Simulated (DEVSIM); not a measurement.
Device: Schottky contact on n-type InP, at 250 K.

Layer 1 from the left is InP, thickness (μm) 1.30, Nd (cm⁻³) 7.8e16, τn (s) 3.1e-8, τp (s) 3.1e-8.

Left contact: Schottky, work function 5.23 eV, emission velocity 1.2e7 cm/s. Right contact: ohmic. Voltage is applied to the left contact. Recombination: SRH at mid-gap, radiative. Mobility is constant in doping.

The device is made up for the run: typed textbook-type constants, with dimensions and the other settings drawn at random. Values at 300 K; Nc and Nv go as T^1.5, mobilities as T to minus their exponent, the gap by Varshni's rule with the affinity fixed.

InP: gap (eV) 1.344, affinity (eV) 4.38, permittivity 12.5, Nc (cm⁻³) 5.7e17, Nv (cm⁻³) 1.1e19, μn (cm²/Vs) 5200, μp (cm²/Vs) 170, T exponent of μn 2, T exponent of μp 2, B (cm³/s) 1.2e-10, Varshni α (eV/K) 0.000363, Varshni β (K) 162.

Model (solved in DEVSIM): 1D drift-diffusion, Boltzmann statistics, complete ionisation; no tunnelling, impact ionisation, image-force lowering or self-heating. Metal contacts follow the ideal Schottky-Mott rule: no Fermi-level pinning, no interface dipoles.

Q: What does the simulation give for the largest field in the device at zero bias, the dark forward voltage at 100 A/cm²?

A: largest field in the device at zero bias 130000 V/cm; dark forward voltage at 100 A/cm² 0.656 V.
